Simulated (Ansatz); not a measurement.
**What isotropic strain +1.00 % does to HfN**

Start from HfN in the rock salt structure (space group Fm-3m, No. 225; a = 4.548 Å; relaxed with 0.1 eV smearing).

The change: every lattice vector is stretched by 1.00 %, atoms relaxed at fixed cell.

All numbers come from Ansatz (a quantum-chemistry and plane-wave program) PBE, without spin-orbit coupling. Γ-centred 22×22×22 mesh, Fermi–Dirac width 0.1 eV.

```json
[
 {"quantity": "volume per atom", "base": "11.76 Å³", "changed": "12.12 Å³", "shift": "+0.36 Å³"},
 {"quantity": "shortest interatomic distance", "base": "2.274 Å", "changed": "2.297 Å", "shift": "+0.023 Å"},
 {"quantity": "energy relative to the base (free energy F)", "base": "0 meV/atom", "changed": "+8.4 meV/atom", "shift": "+8.4 meV/atom"},
 {"quantity": "pressure", "base": "0.0 GPa", "changed": "-7.4 GPa", "shift": "-7.4 GPa"},
 {"quantity": "band gap", "base": "zero", "changed": "zero", "shift": "–"}
]
```

Cost of the whole job for the changed cell (relaxation, final SCF and bands): roughly 20 core-seconds.

Stability against distortions was not tested. The final runs are not spin-polarised. An odd electron count without spin: HfN.
